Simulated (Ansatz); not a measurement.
A computed series for MoS2: response to strain

Start from MoS$_{2}$ in the 3R-MoS2 type structure (space group R3m, No. 160; layered, stacked along the Cartesian z axis).

```yaml
crystal:
  lattice:
    - [1.55780, 0.89940, 5.78545]
    - [-1.55780, 0.89940, 5.78545]
    - [0.00000, -1.79879, 5.78545]
  atoms:
    - { symbol: Mo, position: [0.00004, 0.00004, 0.00004] }
    - { symbol: S, position: [0.75647, 0.75647, 0.75647] }
    - { symbol: S, position: [0.57679, 0.57679, 0.57679] }
```

Cartesian axes are those of the cell as printed.

Strains are applied to the cell and any free atomic positions relax; under biaxial strain the out-of-plane vector relaxes too; under stress the whole cell relaxes.

Level of theory: PBEsol-D3(BJ) (Ansatz, a quantum-chemistry and plane-wave program, PAW, no SOC).

Notes on the quantities. pressure: mean of the normal stresses, compression positive.

| case | pressure | volume per atom | hole mass |
|---|---|---|---|
| base | 0.00 GPa | 16.21 Å³ | 1.1 mₑ along k, 0.46 mₑ across (at T) |
| biaxial strain −3.39 %, plane normal [001], relaxed out of plane | 7.81 GPa | 15.43 Å³ | 0.85 mₑ along k, 0.79 mₑ across (at T) |
| biaxial strain −3.27 %, plane normal [001], relaxed out of plane | 7.50 GPa | 15.46 Å³ | 0.86 mₑ along k, 0.77 mₑ across (at T) |
| isotropic strain −4.11 % | 15.5 GPa | 14.29 Å³ | – |
| isotropic strain +4.45 % | -8.95 GPa | 18.47 Å³ | 1.2 mₑ along k, 0.49 mₑ across (at T) |
| uniaxial strain ε_xx = +1.05 % | -1.16 GPa | 16.38 Å³ | 0.42 mₑ along x, 0.47 mₑ along y, 1.2 mₑ along z (at T) |
| uniaxial strain ε_zz = −0.23 % | 0.11 GPa | 16.17 Å³ | 1.2 mₑ along k, 0.45 mₑ across (at T) |
| uniaxial strain ε_zz = −0.20 % | 0.09 GPa | 16.18 Å³ | 1.2 mₑ along k, 0.45 mₑ across (at T) |
| uniaxial strain ε_zz = +5.87 % | -1.60 GPa | 17.16 Å³ | 0.84 mₑ along k, 0.77 mₑ across (at T) |
| uniaxial stress, 3 GPa tension along x | – | 16.33 Å³ | 0.40 mₑ along x, 0.47 mₑ along y, 1.2 mₑ along z (at T) |

The levels and masses belong to the bands next to the band gap. Masses are band curvatures over ±0.01 Å⁻¹ around the edge. Along k means along the line from Γ to the band edge. Beyond what the load breaks, stability against distortions was not tested. All final runs are without spin polarisation.
